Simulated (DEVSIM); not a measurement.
Device: Ge n-p junction from an implanted or diffused profile, at 300 K.

| layer (left to right) | material | thickness (μm) | Na (cm⁻³) | τn (s) | τp (s) |
|---|---|---|---|---|---|
| 1 | Ge | 41.0 | 7.7e14 | 1.9e-7 | 1.9e-7 |

Added donor profile: 9.9e16 cm⁻³ × exp(−(x − 0.041 μm)²/(2·(0.035 μm)²)). Left contact: ohmic. Right contact: ohmic. Voltage is applied to the left contact. Recombination: SRH at mid-gap, radiative, Auger. Mobility is constant in doping. Where it depends on doping, it is μmin + (μ − μmin)/(1 + (N/Nref)^α).

This is a model device: material constants are rounded textbook-type values typed into the input, and sizes, dopings and lifetimes were drawn at random. Values at 300 K; Nc and Nv go as T^1.5, mobilities as T to minus their exponent, the gap by Varshni's rule with the affinity fixed. The table also holds parameters that only a changed run uses.

```tsv
parameter	Ge
gap (eV)	0.664
affinity (eV)	4
permittivity	16
Nc (cm⁻³)	1.04e19
Nv (cm⁻³)	6e18
μn (cm²/Vs)	3900
μp (cm²/Vs)	1900
μn,min	150
μp,min	100
Nref,n	2.6e17
Nref,p	4e17
αn	0.56
αp	0.6
T exponent of μn	1.66
T exponent of μp	2.33
B (cm³/s)	6.4e-14
Cn (cm⁶/s)	1e-31
Cp (cm⁶/s)	1e-31
Varshni α (eV/K)	0.000477
Varshni β (K)	235
```

Model (solved in DEVSIM): 1D drift-diffusion, Boltzmann statistics, complete ionisation; no tunnelling, impact ionisation, image-force lowering or self-heating.

Base results: potential step across the device at zero bias (V) 0.294.

Question: What follows from this one change: straggle of the profile 0.035 → 0.049 μm?

Answer: potential step across the device at zero bias 0.294 → 0.303 V.

Question: What follows from this one change: temperature 300 → 450 K?

Answer: potential step across the device at zero bias 0.294 → 0.084 V.

Question: What follows from this one change: peak of the profile 9.9e+16 → 2e+16 cm^-3?

Answer: potential step across the device at zero bias 0.294 → 0.251 V.

Question: What follows from this one change: doping Na of layer 1 7.7e+14 → 2.3e+13 cm^-3?

Answer: potential step across the device at zero bias 0.294 → 0.215 V.
